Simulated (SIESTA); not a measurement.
Worked example: relaxation of cell and atoms of MgSiH2O4 (P1, 8 atoms in the cell) in SIESTA.

Computed with LDA PW92, numerical atomic orbitals DZP, PseudoDojo LDA standard norm-conserving potentials (rewritten from UPF to PSML) in SIESTA.

```
CELL_PARAMETERS angstrom
      4.28268     0.00000     0.00000
      0.00000     2.85633     0.00000
     -0.26366     0.00000     4.77038
ATOMIC_POSITIONS crystal
  Mg 0.49415 0.48569 0.50745
  Si 0.00067 0.01623 0.01534
  H  0.00043 0.99369 0.50070
  H  0.50068 0.50368 0.98754
  O  0.81210 0.01566 0.67461
  O  0.19434 0.99845 0.31749
  O  0.74041 0.48627 0.11640
  O  0.25722 0.50033 0.88048
```

Reference input (self-consistent single point, DFT, LDA PW92, numerical atomic orbitals DZP, PseudoDojo LDA standard norm-conserving potentials (rewritten from UPF to PSML)): XC.functional = LDA; XC.authors = PW92; potentials = PseudoDojo LDA standard; PAO.BasisSize = DZP; PAO.EnergyShift = 0.01 Ry; MeshCutoff = 300 Ry; kgrid.MonkhorstPack = 5 8 5; OccupationFunction = FD; ElectronicTemperature = 10 K; MaxSCFIterations = 150; SCF.Mixer.Method = Pulay; SCF.Mixer.Weight = 0.25. This run's input differs from it in these lines:

```diff
@@ -49,2 +49,7 @@
 Diag.ParallelOverK           true
+MD.TypeOfRun                 CG
+MD.Steps                     40
+MD.MaxForceTol               0.02 eV/Ang
+MD.VariableCell              true
+MD.MaxStressTol              0.05 GPa
 WriteForces                  true
```

Log, with long lists cut:

```
        iscf     Eharris(eV)        E_KS(eV)     FreeEng(eV)     dDmax    Ef(eV) dHmax(eV)
   scf:    1    -3544.523368    -3559.761055    -3559.761055  1.763769 -4.806254  6.062717
   scf:    2    -3564.272914    -3562.369693    -3562.369693  0.128916 -5.471234  3.620661
   scf:    3    -3563.001807    -3562.833491    -3562.833491  0.068072 -6.247994  1.515701
   scf:    4    -3562.857470    -3562.847893    -3562.847893  0.031052 -6.819486  0.286182
   scf:    5    -3562.848093    -3562.848534    -3562.848534  0.006015 -6.945742  0.090475
   [... 3 lines left out ...]
   scf:    9    -3562.848971    -3562.848971    -3562.848971  0.000047 -6.969513  0.000588
   scf:   10    -3562.848971    -3562.848971    -3562.848971  0.000071 -6.969390  0.000248
   scf:   11    -3562.848971    -3562.848971    -3562.848971  0.000022 -6.969267  0.000060
   scf:   12    -3562.848971    -3562.848971    -3562.848971  0.000003 -6.969249  0.000038
SCF Convergence by DM+H criterion
max |DM_out - DM_in|         :     0.0000025278
max |H_out - H_in|      (eV) :     0.0000380230
SCF cycle converged after 12 iterations

Using DM_out to compute the final energy and forces

siesta: E_KS(eV) =            -3562.8490

siesta: E_KS - E_eggbox =     -3562.8490

siesta: Atomic forces (eV/Ang):
     1    0.312816    0.373004   -0.244092
     2   -0.709686   -0.173242   -3.009626
     3   -0.411744    0.143320    0.535450
     4   -0.212704   -0.146783    0.322902
     5   -0.638222   -0.579147   -0.249191
     6    1.410371   -0.227474    2.210840
     7    2.195876    0.430479    0.875825
     8   -1.936714    0.179876   -0.445257
   Tot    0.009993    0.000032   -0.003150
   Max    3.009626
   Res    1.080609    sqrt( Sum f_i^2 / 3N )
   Max    3.009626    constrained

   [... lines left out ...]
siesta: Pressure (static):        -47.81440890  kBar
siesta: Pressure (total):        -47.81440890  kBar
No target stress found, assuming hydrostatic MD.TargetPressure.
Target stress (kBar)
outcell: Cell volume (Ang**3)        :     55.4101
        iscf     Eharris(eV)        E_KS(eV)     FreeEng(eV)     dDmax    Ef(eV) dHmax(eV)
siesta: Pressure (static):          0.13442069  kBar
siesta: Pressure (total):          0.13442069  kBar
outcell: Cell volume (Ang**3)        :     55.4101
siesta: FreeEng =     -3563.343932
   [... lines left out ...]
siesta:    -0.000094    0.000092   -0.000055
siesta:     0.000092   -0.000199   -0.000093
siesta:    -0.000055   -0.000093    0.000041

siesta: Cell volume =         55.410079 Ang**3

siesta: Pressure (static):
siesta:                Solid            Molecule  Units
siesta:           0.00000091          0.00000084  Ry/Bohr**3
siesta:           0.00008390          0.00007757  eV/Ang**3
siesta:           0.13442069          0.12428723  kBar
```

The run converged. 

Summary of the result:
- Free energy E − TS = -3563.3439 eV
- Top of the valence band (on the code's own zero) = -7.16 eV
- Gap on the k-point mesh = 5.34 eV
- Pressure = 0.01 GPa
- Largest force (vector length) = 0.005 eV/Å
- Final cell = a = 4.202 Å, b = 2.812 Å, c = 4.693 Å, α = 90.01°, β = 92.54°, γ = 89.99°
- Final volume per atom = 6.93 Å³
- Relaxation steps = 36

The starting cell comes from a database of computed structures (which also holds hypothetical and non-ambient phases and stackings), without a prior relaxation at this level. Its atoms were displaced at random from the sites of space group no. 10. Values carry the incompleteness of an atom-centred basis.

Cost on one core of a shared machine: roughly 7 min.
